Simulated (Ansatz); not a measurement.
**Effect of biaxial strain +2.00 %, plane normal [001], relaxed out of plane on Cd**

Consider Cd in the hcp (Mg type) structure (space group P6_3/mmc, No. 194; a = 3.029 Å, c = 5.759 Å; relaxed with 0.1 eV smearing). Axes: x lies along a and z along c of the hexagonal cell.

One thing is altered: tensile biaxial strain of 2.00 % in the plane normal to [001], as in epitaxy on a mismatched substrate; the out-of-plane cell vector and the atoms relax.

All numbers come from Ansatz (a first-principles code), PBE, PAW, cutoff 420 eV, no spin-orbit coupling. Γ-centred 22×22×10 mesh, Fermi–Dirac width 0.1 eV.

| quantity | base | changed | shift |
|---|---|---|---|
| volume per atom | 22.89 Å³ | 23.00 Å³ | +0.11 Å³ |
| space group | P6_3/mmc (No. 194) | P6_3/mmc (No. 194) | – |
| shortest interatomic distance | 3.029 Å | 3.090 Å | +0.061 Å |
| pressure (mean of the normal stresses, compression positive) | 0.0 GPa | -0.6 GPa | -0.6 GPa |
| band gap | zero | zero | – |
| out-of-plane strain | – | -3.42 % | – |
| mean in-plane stress (compression positive) | – | -0.9 GPa | – |

Final structure (turned so that z lies along the plane normal):

```
CELL_PARAMETERS angstrom
      3.09002     0.00000     0.00000
      1.54501     2.67604     0.00000
      0.00000     0.00000     5.56181
ATOMIC_POSITIONS crystal
  Cd 0.66667 0.66667 0.75000
  Cd 0.33333 0.33333 0.25000
```

Stability against distortions was not tested.
